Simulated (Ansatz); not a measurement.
Start from HgSe in the zinc blende structure (space group F-43m, No. 216; a = 6.133 Å).

Level of theory: PBEsol (Ansatz, a program for electronic structure, PAW, no spin-orbit coupling).

Base values:

| Quantity | Value |
|---|---|
| Pressure | 0.0 GPa |
| Band gap | zero |

Perturbation: the cell is scaled by 1.0100 in all directions; the atoms relax in the strained cell.

Predict the new energy relative to the base.

The energy increases by 4.0 meV/atom.

What does the calculation give for the pressure after the change?

The pressure goes from zero to -1.4 GPa.

What happens to the band gap?

The band gap remains zero.

A case with no gap was solved on a k-mesh chosen for an insulator, which is coarse for it. Spin-orbit coupling, missing from the scalar runs, can matter with Hg. Whether these cells are dynamically stable was not tested. All final runs are without spin polarisation. The zero or small gap of HgSe can change with the level of theory.
